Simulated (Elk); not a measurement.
Elk run on a sheet of MgI2 (3 atoms in the cell): self-consistent single point.

Method: PBEsol, all-electron FP-LAPW, Elk's shipped species files, default APW+lo basis run with Elk.

```yaml
crystal:
  lattice:
    - [4.20082, 0.00000, 0.00000]
    - [-2.10041, 3.63802, 0.00000]
    - [0.00000, 0.00000, 17.33512]
  atoms:
    - { symbol: Mg, position: [0.00000, 0.00000, 0.50000] }
    - { symbol: I, position: [0.33333, 0.66667, 0.59620] }
    - { symbol: I, position: [0.66667, 0.33333, 0.40381] }
```

Reference input (self-consistent single point, DFT, PBE, all-electron FP-LAPW, Elk's shipped species files, default APW+lo basis): xctype = 20; stype = 0; swidth = 0.00499791 Ha; ngridk = 9 9 1; maxscl = 100. This run's input differs from it in these lines:

```diff
@@ -4,3 +4,3 @@
 xctype
-  20
+  22
```

Output, abridged:

```
│ Self-consistent loop started │
│ Loop number : 1 │
 total energy                :     -14434.7284562
│ Loop number : 2 │
 total energy                :     -14434.7397312
RMS change in Kohn-Sham potential (target) :   0.4537171226     (  0.1000000000E-05)
Absolute change in total energy (target)   :   0.1127496650E-01 (  0.1000000000E-03)
│ Loop number : 3 │
 total energy                :     -14433.7704564
RMS change in Kohn-Sham potential (target) :   0.2664358739     (  0.1000000000E-05)
Absolute change in total energy (target)   :   0.9664560425     (  0.1000000000E-03)
│ Loop number : 4 │
   [... lines left out ...]
Absolute change in total energy (target)   :   0.2030753349E-03 (  0.1000000000E-03)
│ Loop number : 12 │
 total energy                :     -14432.3378351
RMS change in Kohn-Sham potential (target) :   0.1728060362E-05 (  0.1000000000E-05)
Absolute change in total energy (target)   :   0.2927349142E-03 (  0.1000000000E-03)
│ Loop number : 13 │
 total energy                :     -14432.3377380
RMS change in Kohn-Sham potential (target) :   0.2516727850E-06 (  0.1000000000E-05)
Absolute change in total energy (target)   :   0.2387715358E-04 (  0.1000000000E-03)
Convergence targets achieved

│ Loop number : 14 │

Energies :
 Fermi                       :    -0.100842619868
 total energy                :     -14432.3377381

Density of states at Fermi energy :   0.1760962748E-06
 (states/Hartree/unit cell)

Estimated indirect band gap :   0.1331687752
 from k-point      1 to k-point      5
Estimated direct band gap   :   0.1442404481
 at k-point      1

Charges :
 core                        :    74.00000000
 valence                     :    44.00000000
 interstitial                :    5.666771698
 muffin-tins (core leakage)
  species :    1 (Mg)
   atom    1                 :    10.39087900     (  0.1332267630E-14)
  species :    2 (I)
   atom    1                 :    50.97117465     (  0.2023917736E-03)
   atom    2                 :    50.97117465     (  0.2023917736E-03)
 total in muffin-tins        :    112.3332283
 total calculated charge     :    117.9864125
 total charge                :    118.0000000
 error                       :   0.1358748211E-01

│ Self-consistent loop stopped │
```

The run converged in 14 iterations. The count includes the last loop, which Elk runs after its targets are met. Against the reference run the gap on the mesh goes from 3.599 to 3.624 eV.

The starting cell was generated: these elements placed on a structure prototype, without a prior relaxation; it need not be a known phase or ordering of this composition. Its lattice was rescaled in the plane by a random factor within 2.5 % of one. Spin-orbit coupling is off. Values depend on the basis (sphere radii, cutoffs, local orbitals), which need not be converged.

Cost on one core of a shared machine: roughly 50 s.
